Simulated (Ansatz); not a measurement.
Pressure series in TiC

Take TiC in the rock salt structure (space group Fm-3m, No. 225; a = 4.3285 Å) as the base.

Cell and atoms are relaxed at each pressure.

The values are results of r2SCAN (Ansatz, a program for electronic structure), no spin-orbit coupling, earlier PAW set, not measurements.

```tsv
pressure (GPa)	volume per atom (Å³/atom)
-2	10.216
-1	10.176
0	10.137
1.8	10.069
9	?
18	9.539
30	9.220
45	8.881
60	8.592
```

Fit the third-order Birch–Murnaghan form P(V) = (3B₀/2)[(V₀/V)^(7/3) − (V₀/V)^(5/3)]·[1 + (3/4)(B₀′ − 4)((V₀/V)^(2/3) − 1)] (squares taken in P) to the rows shown and predict the withheld row.

Least squares on the printed values gives V₀ = 10.137 Å³/atom, B₀ = 263 GPa, B₀′ = 3.9; this predicts 9.816 Å³/atom, and the run gives 9.816 Å³/atom, in agreement.

Load acts through the strain it causes; cell and atoms are relaxed under it. Whether these cells are dynamically stable was not tested. No other phases were tried under pressure. The final runs are not spin-polarised.
